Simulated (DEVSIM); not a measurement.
Structure: Au/SiON/SiO2/n-Si capacitor, at 400 K.

| layer (left to right) | material | thickness (nm) | Nd (cm⁻³) |
|---|---|---|---|
| 1 | SiON | 2.80 | - |
| 2 | SiO2 | 0.580 | - |
| 3 | Si | 960 | 3.6e17 |

Metal gate on the left, work function 5.1 eV. Fixed charge at the semiconductor interface 0 cm⁻² (in units of +e); no interface traps.

Constants are typed, rounded textbook-type inputs, not results; the design itself was drawn at random and stands for no fabricated device. Values at 300 K; Nc and Nv go as T^1.5, mobilities as T to minus their exponent, the gap by Varshni's rule with the affinity fixed.

```
parameter         SiON  SiO2        Si
----------------  ----  ----  --------
gap (eV)             7     9     1.124
affinity (eV)      1.4   0.9      4.05
permittivity       5.5   3.9      11.7
Nc (cm⁻³)            -     -   2.86e19
Nv (cm⁻³)            -     -    3.1e19
Varshni α (eV/K)     -     -  0.000473
Varshni β (K)        -     -       636
```

DEVSIM, 1D Poisson equation in equilibrium, Boltzmann statistics, complete ionisation; no quantum confinement or tunnelling. Metal contacts follow the ideal Schottky-Mott rule: no Fermi-level pinning, no interface dipoles.

The substrate doping was swept, all else fixed.

| substrate doping (cm^-3) | minimum of the low-frequency capacitance (μF/cm²) | threshold voltage (band bending 2φF) (V) | flat-band voltage (V) |
|---|---|---|---|
| 1.8e16 | 0.0599 | 0.18 | 0.78 |
| 3.6e16 | 0.0805 | 0.14 | 0.80 |
| 7.2e16 | 0.104 | 0.09 | 0.83 |
| 1.8e17 | 0.151 | -0.01 | 0.86 |
| 3.6e17 | 0.199 | -0.10 | 0.88 |
| 7.2e17 | 0.254 | -0.23 | 0.91 |

From the first row to the last the minimum of the low-frequency capacitance goes from 0.0599 to 0.254. From the first row to the last the threshold voltage (band bending 2φF) goes from 0.18 to -0.23.
